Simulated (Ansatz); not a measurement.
Input and output of a self-consistent single point for CaBi2 (Fd-3m, 6 atoms in the cell) (Ansatz, a first-principles code).

Computed with PBE (plane waves, PAW; Ansatz).

```
CELL_PARAMETERS angstrom
      0.00000     4.57464     4.57464
      4.57464     0.00000     4.57464
      4.57464     4.57464     0.00000
ATOMIC_POSITIONS crystal
  Bi 0.12500 0.12500 0.12500
  Bi 0.62500 0.12500 0.12500
  Bi 0.12500 0.62500 0.12500
  Bi 0.12500 0.12500 0.62500
  Ca 0.75000 0.75000 0.75000
  Ca 0.50000 0.50000 0.50000
```

Reference input (self-consistent single point, DFT, PBE, plane waves, default PAW files): basis.ecutwfc = 420 eV; kpoints.mp_grid.grid = 8 8 8; hamiltonian.xc = pbe; hamiltonian.pseudopotentials = {kind: paw} (the program's default PAW files); scf.occupations.method = methfessel_paxton; scf.occupations.width = 0.1 eV. This run's input differs from it in these lines:

Ansatz 0.2 input:
```diff
@@ -15,3 +15,3 @@
 kpoints:
-  mp_grid: { grid: [8, 8, 8] }
+  mp_grid: { grid: [10, 10, 10] }
 hamiltonian:
@@ -20,3 +20,3 @@
 scf:
-  occupations: { method: methfessel_paxton, width: 0.1 }
+  occupations: { method: methfessel_paxton, width: 0.3 }
 output:
```

Output, abridged:

```
SCF iter   1: F=—  HF=-53221.463217 eV  |F-HF|=—  |Δ(HF+E_count)|=         —  Δρ=2.71e-3  dr2=5.99e-2  ethr=1.77e-3  ⟨swp⟩=10.2  Hψ=10418  notcnv=0
all-band conjugate gradients solve this SCF's bands
preconditioner: auto → Kerker (q_TF=auto, 2.359 Å⁻¹)
SCF iter   2: F=—  HF=-53221.458150 eV  |F-HF|=—  |Δ(HF+E_count)|=   5.07e-3  S|Δr|=    0.00e0  Δρ=1.60e-3  dr2=1.98e-2  ethr=7.49e-5  ⟨swp⟩=1.4  Hψ=2664  notcnv=0
SCF iter   3: F=—  HF=-53221.453249 eV  |F-HF|=—  |Δ(HF+E_count)|=   4.90e-3  S|Δr|=    0.00e0  Δρ=3.61e-4  dr2=1.06e-3  ethr=2.47e-5  ⟨swp⟩=2.0  Hψ=2781  notcnv=0
SCF iter   4: F=—  HF=-53221.453034 eV  |F-HF|=—  |Δ(HF+E_count)|=   2.14e-4  S|Δr|=    0.00e0  Δρ=1.03e-4  dr2=2.64e-5  ethr=1.32e-6  ⟨swp⟩=2.0  Hψ=2791  notcnv=0
SCF iter   5: F=—  HF=-53221.453169 eV  |F-HF|=—  |Δ(HF+E_count)|=   1.35e-4  S|Δr|=    0.00e0  Δρ=1.91e-5  dr2=1.02e-6  ethr=3.30e-8  ⟨swp⟩=2.3  Hψ=3948  notcnv=0
SCF iter   6: F=-53221.453169 eV  HF=-53221.453169 eV  |F-HF|=5.30e-9  |Δ(HF+E_count)|=   7.64e-8  S|Δr|=    0.00e0  Δρ=4.41e-6  dr2=6.88e-8  ethr=1.25e-10  ⟨swp⟩=12.7  Hψ=12050  notcnv=0
SCF 1 converged in 6 iterations: F = -53221.453169 eV  dr2 = 6.88e-8
Stability not checked (fill_not_monotonic)
Free energy (F): -53221.453169 eV
Internal energy: -53221.475581 eV  (E = F + TS)
E sigma→0 (E₀):  -53221.458772 eV
Entropy (-TS):   0.022412 eV (3.735 meV/atom)
Fermi energy:    10.447085 eV
--- Forces (eV/Å), atoms counted from 1 ---
  atom   1  Bi     0.00000000     0.00000000    -0.00000000
   [... zero for the other atoms too ...]
--- Stress (GPa, compression-positive) ---
        3.646370       0.000000       0.000000
        0.000000       3.646370      -0.000000
        0.000000       0.000000       3.646370
  P = ⅓ Tr σ = 3.6464 GPa (36.464 kbar)
  The stress holds the Pulay correction. Without it, at fixed plane waves, as pw.x and ABINIT print it: P = 3.6215 GPa
```

The run converged in 6 iterations. Against the reference run the free energy goes down by 10.3 meV/atom and the pressure hardly changes (3.69 to 3.65 GPa).

The starting cell was generated: these elements placed on a structure prototype, without a prior relaxation; it need not be a known phase or ordering of this composition. Its lattice was rescaled by a random factor within 2.5 % of one. With a pressure of about 4 GPa the cell is away from its equilibrium volume at this level. Ansatz's pressure includes its estimate of the finite-basis (Pulay) stress.
